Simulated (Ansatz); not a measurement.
Output of an Ansatz run (abridged):

```
WARN ansatz: RAYON_NUM_THREADS=1 ignored (pool sized by the plan → 1); use --threads N
Pseudopotentials: kind: paw
Pseudopotential: Hf, paw, valence charge 26
Pseudopotential: Re, paw, valence charge 15
Crystal: 4 atoms, lattice volume = 68.994 Å³
Basis set: ecut = 420.4159175005146 eV, 1359 PW (Γ), exchange–correlation on 64×48×64 points (8 copies of the dense FFT grid, shifted against one another)
Bands: 50, of which v1, the nominal top of the filled ones, is band 41 counted from 1 (40 counted from 0)
Symmetry: 8 space group operations
Space group: Pmma (ITA 51), of the structure as read, at distance tolerance 4.1e-5 Å
k-points: 96 of 539
Initial density: superposition of atomic densities (neutral atoms: chi_scale 0, normalization atom), corrected by the library's trained network
Initial wavefunctions: pseudopotential atomic-orbital guess
Eigensolver: davidson
Functional: x = pbe(κ = 0.804, μ = 0.2195149727645171), c = pbe(β = 0.06672455060314922)
SCF iter   1: F=—  HF=-53178.687656 eV  |F-HF|=—  |Δ(HF+E_count)|=         —  Δρ=1.09e-2  dr2=9.47e-2  ethr=1.77e-3  ⟨swp⟩=5.0  Hψ=14220  notcnv=0  defer=31
all-band conjugate gradients solve this SCF's bands
preconditioner: auto → Kerker (q_TF=auto, 2.808 Å⁻¹)
SCF iter   2: F=—  HF=-53178.678977 eV  |F-HF|=—  |Δ(HF+E_count)|=   8.68e-3  Δρ=6.34e-3  dr2=3.55e-2  ethr=1.15e-4  ⟨swp⟩=1.1  Hψ=5578  notcnv=0  defer=133
SCF iter   3: F=—  HF=-53178.674981 eV  |F-HF|=—  |Δ(HF+E_count)|=   4.00e-3  Δρ=1.22e-3  dr2=8.91e-4  ethr=4.32e-5  ⟨swp⟩=2.0  Hψ=7130  notcnv=0  defer=133
SCF iter   4: F=—  HF=-53178.673363 eV  |F-HF|=—  |Δ(HF+E_count)|=   1.62e-3  Δρ=7.10e-4  dr2=2.86e-4  ethr=1.09e-6  ⟨swp⟩=2.7  Hψ=8401  notcnv=0  defer=133
SCF iter   5: F=—  HF=-53178.673351 eV  |F-HF|=—  |Δ(HF+E_count)|=   1.12e-5  Δρ=1.74e-4  dr2=1.54e-5  ethr=3.49e-7  ⟨swp⟩=2.1  Hψ=7109  notcnv=0  defer=133
SCF iter   6: F=—  HF=-53178.673313 eV  |F-HF|=—  |Δ(HF+E_count)|=   3.85e-5  Δρ=4.00e-5  dr2=7.87e-7  ethr=1.87e-8  ⟨swp⟩=2.9  Hψ=8494  notcnv=0  defer=133
SCF iter   7: F=-53178.673377 eV  HF=-53178.673377 eV  |F-HF|=4.22e-8  |Δ(HF+E_count)|=   6.46e-5  Δρ=7.62e-6  dr2=4.85e-8  ethr=1.22e-10  ⟨swp⟩=9.6  Hψ=23034  notcnv=0
SCF 1 converged in 7 iterations: F = -53178.673377 eV  dr2 = 4.85e-8
SCF converged after 7 iterations
Free energy (F): -53178.673377 eV
Harris-Foulkes:  -53178.673377 eV  (|F-HF|=4.22e-8)
Internal energy: -53178.667091 eV  (E = F + TS)
E sigma→0 (E₀):  -53178.670234 eV
Entropy (-TS):   -0.006286 eV (-1.572 meV/atom)
Fermi energy:    22.896256 eV
--- Per-component energies (eV) ---
  E_band       = 98.501440
  E_kinetic    = 1937.258813
  E_local      = -11352.193863  (includes V_loc(G=0)·N_el)
  E_nonlocal   = -2384.670937
  E_hartree    = 5246.268846
  E_xc         = -1410.180264
  E_vxc        = -1143.488246  (∫ρ·V_xc dr)
  E_paw        = -31177.931802  (= ΣΔE_a)
  E_vpaw       = 2549.071867  (= ΣTr[D̂ρ^β])
  E_aug_tail   = -0.000145  (compensation charges beyond the density's cutoff)
  E_ewald      = -14037.217741
  E_smearing   = -0.006286  (= −TS)
  E_closure    = -0.000000  (closes the sum)
  Σ components = -53178.673377   (vs F -53178.673377, Δ=0.00e0)
--- Forces (eV/Å), atoms counted from 1 ---
  atom   1  Hf     0.00000000     0.00000000    -1.90390527
  atom   2  Hf     0.00000000     0.00000000     1.90390527
  atom   3  Re     0.00000000     0.00000000    -0.56938327
  atom   4  Re     0.00000000     0.00000000     0.56938327
  max |Σ_I F_I| component: 0.00e0 eV/Å
--- Stress (GPa, compression-positive) ---
       15.154345       0.000000       0.000000
        0.000000      14.557843       0.000000
        0.000000       0.000000      -4.226048
  P = ⅓ Tr σ = 8.4954 GPa (84.954 kbar)
  The stress holds the Pulay correction. Without it, at fixed plane waves, as pw.x and ABINIT print it: P = 8.3873 GPa
--- Band table (eV; the first three rows and the last of 96) ---
  k-point 0: bands = ["-56.3160", "-56.2995", "-38.2703", "-38.2151", "-18.3707", "-18.3276", "-18.2091", "-18.1577", "-18.1227", "-18.0861", "-7.2865", "-7.1344", "-6.8435", "-6.7666", "-6.7591", "-6.6803", "11.7765", "11.7775", "11.7962", [...]
  k-point 1: bands = ["-56.3159", "-56.2996", "-38.2702", "-38.2154", "-18.3688", "-18.3230", "-18.2090", "-18.1596", "-18.1219", "-18.0865", "-7.2843", "-7.1373", "-6.8600", "-6.7696", "-6.7610", "-6.6809", "11.7764", "11.7768", "11.7946", [...]
  k-point 2: bands = ["-56.3157", "-56.2997", "-38.2700", "-38.2161", "-18.3645", "-18.3125", "-18.2090", "-18.1639", "-18.1202", "-18.0875", "-7.2793", "-7.1427", "-6.8980", "-6.7766", "-6.7651", "-6.6823", "11.7742", "11.7775", "11.7906", [...]
  k-point 95: bands = ["-56.3017", "-56.2982", "-38.2205", "-38.2089", "-18.3460", "-18.3341", "-18.3152", "-18.3060", "-18.1510", "-18.1390", "-7.2505", "-7.2292", "-7.2069", "-7.1758", "-6.7455", "-6.7200", "11.7791", "11.7808", "11.7843", [...]
```

The structure:

```xyz
4
Lattice="4.6736 0.0000 0.0000 0.0000 3.0938 0.0000 0.0000 0.0000 4.7716" Properties=species:S:1:pos:R:3 pbc="T T T"
Hf     3.5052     1.5469     1.4911
Hf     1.1684     1.5469     3.2805
Re     3.5052     0.0000     3.8769
Re     1.1684     0.0000     0.8947
```

**Question.** Write an input that gives this output.

**Answer.** Other spellings and defaults could give the same log, and not every line can be read from it. The input that was run (DFT, PBE, plane waves, default PAW files):

Ansatz 0.2 input:
```yaml
# HfRe
crystal:
  lattice:
    - [4.673619, 0.000000, 0.000000]
    - [0.000000, 3.093795, 0.000000]
    - [0.000000, 0.000000, 4.771615]
  atoms:
    - { symbol: Hf, position: [0.750000, 0.500000, 0.312500] }
    - { symbol: Hf, position: [0.250000, 0.500000, 0.687500] }
    - { symbol: Re, position: [0.750000, 0.000000, 0.812500] }
    - { symbol: Re, position: [0.250000, 0.000000, 0.187500] }
basis:
  ecutwfc: 30.9 Ry
kpoints:
  mp_grid:
    grid: [7, 11, 7]
hamiltonian:
  xc: pbe
  pseudopotentials:
    kind: paw
scf:
  occupations:
    method: gaussian
    width: 0.0037 Ry
output:
  forces: true
  eigenvalues: true
  stress: true
```

The starting cell was generated: these elements placed on a structure prototype, without a prior relaxation; it need not be a known phase or ordering of this composition. Its lattice was rescaled by a random factor within 2.5 % of one. Spin-orbit coupling is off. Spin polarisation is off. With a pressure of about 8 GPa the cell is away from its equilibrium volume at this level. Forces in this geometry exceed 1 eV/Å. Ansatz's pressure includes its estimate of the finite-basis (Pulay) stress.

Ansatz is a quantum-chemistry and plane-wave program.
